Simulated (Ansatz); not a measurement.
**C: response to strain**

Start from C in the diamond structure (space group Fd-3m, No. 227; a = 3.5603 Å). Axes: x, y, z lie along the cube axes.

Strains are applied to the cell and any free atomic positions relax.

Computed with r2SCAN in Ansatz (plane waves to 500 eV, PAW, spin-orbit coupling left out).

Notes on the quantities. energy relative to the base: free energy F.

| uniaxial strain ε_zz (%) | energy relative to the base (meV/atom) |
|---|---|
| -3 | 18.1 |
| -2.5 | 12.5 |
| -2 | ? |
| -1.5 | 4.5 |
| -1 | 2.0 |
| -0.5 | 0.5 |
| 0 | 0.0 |

Problem. Fit ΔE = Aε² + Bε³ (ε in %) to the rows shown and predict the withheld row.

Solution. Least squares on the printed values gives A = 1.98 and B = -0.011 meV/atom (largest residual 0.0 meV/atom); this predicts 8.0 meV/atom, and the run gives 8.0 meV/atom, in agreement.

Stability against distortions was not tested.

Ansatz is a first-principles code.
